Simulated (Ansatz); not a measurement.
# What uniaxial strain ε_xx = +0.71 % does to V3Si

The parent structure is V3Si in the A15 (Cr3Si type) structure (space group Pm-3n, No. 223; a = 4.650 Å). Axes: x, y, z lie along the cube axes.

One thing is altered: the cell is stretched by 0.71 % along x with no lateral relaxation; the atoms relax in the strained cell.

Calculations: plane-wave PAW DFT at the PBEsol level (Ansatz, a quantum-chemistry and plane-wave program, 420 eV), no spin-orbit coupling, earlier PAW set. k-mesh 10×10×10 (Γ-centred); smearing 0.05 eV (Fermi–Dirac).

```json
[
 {"quantity": "volume per atom", "base": "12.57 Å³", "changed": "12.66 Å³", "shift": "+0.09 Å³"},
 {"quantity": "space group", "base": "Pm-3n (No. 223)", "changed": "P4_2/mmc (No. 131)", "shift": "–"},
 {"quantity": "energy relative to the base (free energy F)", "base": "0 meV/atom", "changed": "+0.4 meV/atom", "shift": "+0.4 meV/atom"},
 {"quantity": "pressure (mean of the normal stresses, compression positive)", "base": "0.0 GPa", "changed": "-1.4 GPa", "shift": "-1.4 GPa"},
 {"quantity": "band gap", "base": "zero", "changed": "zero", "shift": "–"},
 {"quantity": "largest internal atomic displacement", "base": "–", "changed": "0.012 Å", "shift": "–"},
 {"quantity": "stress (xx, yy, zz, yz, xz, xy; compression positive) (rough)", "base": "–", "changed": "(-1.5, -1.4, -1.4, 0.0, 0.0, 0.0) GPa", "shift": "–"}
]
```

Final structure:

```
V3Si
1.0
    4.68288     0.00000     0.00000
    0.00000     4.64987     0.00000
    0.00000     0.00000     4.64987
V Si
6 2
Direct
  0.25000   0.00000   0.50000
  0.75000   0.00000   0.50000
  0.00000   0.50000   0.25266
  0.00000   0.50000   0.74734
  0.50000   0.24734   0.00000
  0.50000   0.75266   0.00000
  0.00000   0.00000   0.00000
  0.50000   0.50000   0.50000
```

Cost of the whole job for the changed cell (relaxation, final SCF and bands): roughly 2.3 core-minutes.

Without a gap, meshes like the base's 10×10×10 leave anisotropic stresses uncertain by several tenths of a GPa, and small strain energies with them. Whether these cells are dynamically stable was not tested. Seeded moments were not kept for the base. The final runs are not spin-polarised.
